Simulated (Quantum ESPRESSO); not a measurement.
Variants of one calculation on LaSe₂ (P2_1/c, 12 atoms in the cell)

```yaml
crystal:
  lattice:
    - [8.65980, 0.00000, 0.00000]
    - [0.00000, 4.29892, 0.00000]
    - [-0.02971, 0.00000, 8.58423]
  atoms:
    - { symbol: La, position: [0.72329, 0.77940, 0.87272] }
    - { symbol: La, position: [0.27671, 0.22060, 0.12728] }
    - { symbol: La, position: [0.27671, 0.27940, 0.62728] }
    - { symbol: La, position: [0.72329, 0.72060, 0.37272] }
    - { symbol: Se, position: [0.99751, 0.32592, 0.88410] }
    - { symbol: Se, position: [0.00249, 0.67408, 0.11590] }
    - { symbol: Se, position: [0.00249, 0.82592, 0.61590] }
    - { symbol: Se, position: [0.99751, 0.17408, 0.38410] }
    - { symbol: Se, position: [0.63403, 0.24118, 0.12574] }
    - { symbol: Se, position: [0.36597, 0.75882, 0.87426] }
    - { symbol: Se, position: [0.36597, 0.74118, 0.37426] }
    - { symbol: Se, position: [0.63403, 0.25882, 0.62574] }
```

Base run A: PBEsol, GBRV 1.5 ultrasoft (PBESOL) pseudopotentials in Quantum ESPRESSO 7.5, self-consistent single point.

Its settings: ecutwfc = 40 Ry; ecutrho = 200 Ry; occupations = smearing; smearing = gauss; degauss = 0.000734986 Ry; potentials = {La: la_pbesol_v1.uspp.F.UPF, Se: se_pbesol_v1.uspp.F.UPF}; K_POINTS = automatic 3 6 3 0 0 0; conv_thr = 1e-11 Ry; mixing_beta = 0.3.

The starting cell comes from a database of computed structures (which also holds hypothetical and non-ambient phases and stackings), without a prior relaxation at this level. Its lattice was rescaled by a random factor within 2.5 % of one. In the base run, with a pressure of about -4 GPa the cell is away from its equilibrium volume at this level.

ΔF is the free energy per atom less that of run A. A dash stands where there is no value to compare (another energy zero or no entropy term, no result, no spin, no clean gap, or a mesh too coarse for one). 

Run A gave: pressure (GPa) -3.58; largest force (eV/Å) 0.114; gap on the mesh (eV) 0.398.

Runs:
- B: conv_thr: 1e-11 Ry → 7.3e-08 Ry
- C: smearing: gauss → cold; degauss: 0.000734986 Ry → 0.02205 Ry
- D: degauss: 0.000734986 Ry → 0.0147 Ry
- E: diagonalization: default → rmm-davidson

### Question
What does run C change against A?

### Answer
The free energy goes up by 1.9 meV/atom, the pressure moves little (-3.58 to -3.60 GPa) and the largest force stays at 0.114 eV/Å.

```tsv
run	ΔF (meV/atom)	pressure (GPa)	largest force (eV/Å)	gap on the mesh (eV)
A	0.00	-3.58	0.114	0.398
B	0.00	-3.58	0.114	0.398
C	1.86	-3.60	0.114	–
D	-0.09	-3.59	0.114	–
E	0.00	-3.58	0.114	0.398
```
